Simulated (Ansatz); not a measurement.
Results of LDA (plane waves, PAW; Ansatz, an electronic-structure program) for RuB (model structure, started from the CsCl type, Pm-3m, No. 221, 2 atoms in the cell).

Settings: plane-wave cutoff 520 eV, 20×20×20 k mesh, Fermi–Dirac smearing 0.05 eV, no spin polarisation, scalar-relativistic PAW data made under PBE.

Cell (relaxed at this level):

```cif
data_BRu
_chemical_formula_sum 'Ru1 B1'
_space_group_name_H-M_alt 'P 1'
_space_group_IT_number 1
_cell_length_a 2.65582
_cell_length_b 2.65582
_cell_length_c 2.65582
_cell_angle_alpha 90.000
_cell_angle_beta 90.000
_cell_angle_gamma 90.000
loop_
_space_group_symop_operation_xyz
  'x, y, z'
loop_
_atom_site_label
_atom_site_type_symbol
_atom_site_fract_x
_atom_site_fract_y
_atom_site_fract_z
_atom_site_occupancy
Ru1 Ru 0.00000 0.00000 0.00000 1
B1 B 0.50000 0.50000 0.50000 1
```

Question: Estimate the bulk modulus that the calculation returns.

Answer: 
bulk modulus: 365 GPa

Note: the run has no spin polarisation, so it can have missed a magnetic state; the bulk modulus is −V dP/dV from two relaxed cells at ±2 % in volume; the relaxation could raise the start's symmetry but not lower it, so the cell can be a saddle point.

Computed values are for the static lattice.

A model structure was made by putting elements into a prototype or built by hand; it is no filed structure, need not be a known phase, and can be a saddle point held by its symmetry.
